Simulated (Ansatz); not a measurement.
## Nb2CS, pressure series

Take Nb2CS (space group P6_3/mmc, No. 194; a cell from a computed database, its experimental status unchecked) as the base.

```cif
data_C2Nb4S2
_chemical_formula_sum 'Nb4 C2 S2'
_space_group_name_H-M_alt 'P 1'
_space_group_IT_number 1
_cell_length_a 3.26835
_cell_length_b 3.26835
_cell_length_c 11.56341
_cell_angle_alpha 90.000
_cell_angle_beta 90.000
_cell_angle_gamma 120.000
loop_
_space_group_symop_operation_xyz
  'x, y, z'
loop_
_atom_site_label
_atom_site_type_symbol
_atom_site_fract_x
_atom_site_fract_y
_atom_site_fract_z
_atom_site_occupancy
Nb1 Nb 0.66667 0.33333 0.90390 1
Nb2 Nb 0.33333 0.66667 0.09610 1
Nb3 Nb 0.33333 0.66667 0.40390 1
Nb4 Nb 0.66667 0.33333 0.59610 1
C1 C 0.00000 0.00000 0.00000 1
C2 C 0.00000 0.00000 0.50000 1
S1 S 0.33333 0.66667 0.75000 1
S2 S 0.66667 0.33333 0.25000 1
```

Cell and atoms are relaxed at each pressure.

Calculations: Kohn–Sham DFT with the PBEsol functional, run in Ansatz (a program for electronic structure) with PAW and 420 eV plane waves, spin-orbit coupling left out.

```tsv
pressure (GPa)	volume per atom (Å³/atom)
0	13.372
0.3	13.353
0.7	13.328
1.5	13.280
3	?
5	13.079
```

**Question.** Fit the third-order Birch–Murnaghan form P(V) = (3B₀/2)[(V₀/V)^(7/3) − (V₀/V)^(5/3)]·[1 + (3/4)(B₀′ − 4)((V₀/V)^(2/3) − 1)] (squares taken in P) to the rows shown and predict the withheld row.

**Answer.** Least squares on the printed values gives V₀ = 13.372 Å³/atom, B₀ = 213 GPa, B₀′ = 5.1; this predicts 13.191 Å³/atom, and the run gives 13.192 Å³/atom, in agreement.

Load acts through the strain it causes; cell and atoms are relaxed under it. Stability against distortions was not tested. No other phases were tried under pressure. All final runs are without spin polarisation.
